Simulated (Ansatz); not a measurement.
## I on the 1x1 (110) surface of bcc Mo, one in a 2x2 cell, started at the site 'hollow Mo-Mo-Mo'

All values below come from PBE (plane waves to 420 eV, PAW; Ansatz, a first-principles code).

Set-up: 17 atoms, 6.5 Å thick at the start under the adsorbate (thin: gaps and levels are the slab's own); mesh 6x6x1; 0.1 eV smearing; dipole correction on; 8 atoms held, the rest relaxed; start symmetry kept, larger cells not searched; no spin, no spin-orbit, no U, no dispersion correction. At the end it is bonded to 3 Mo. In PBE it is, or lies within 0.03 eV of, the lowest of the starts that converged.

```yaml
adsorption energy against ½ I2(g): -2.45 eV
work_function_of_the_top_face: 3.99 eV
change_of_the_work_function: -0.60 eV
change_of_the_step_from_the_bottom_to_the_top_vacuum_level_against_the_clean_slab: -0.55 eV
energy_released_by_relaxation: 0.13 eV
height of the binding atom over the mean of the host atoms within 0.3 Å of the top one: 2.321 Å
nearest_host_atoms_of_the_binding_atom: Mo at 2.85 Å, Mo at 2.87 Å, Mo at 2.87 Å
largest_move_of_a_host_atom: 0.10 Å
cost: very roughly 10 core-minutes
```

A negative adsorption energy means that the adsorbate is more stable on the surface than in its reference.
